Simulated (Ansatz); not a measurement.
Start from C in the diamond structure (space group Fd-3m, No. 227; a = 3.5716 Å).

Computed with Kohn–Sham DFT with the PBE functional, run in Ansatz (an electronic-structure program) with PAW and 420 eV plane waves, spin-orbit coupling left out, earlier PAW set.

Before the change:

```
Property                        Result
-----------------------------  -------
Volume per atom                5.70 Å³
Width of the top valence band  8.29 eV
```

It is then changed as follows: a hydrostatic pressure of 1.8 GPa.

**Question.** Predict the new volume per atom and width of the top valence band.

**Answer.** The volume per atom falls by 0.023 Å³ to 5.67 Å³; the width of the top valence band rises by 0.04 eV to 8.33 eV.

The levels and masses belong to the bands next to the band gap. Load acts through the strain it causes; cell and atoms are relaxed under it. Stability against distortions was not tested.
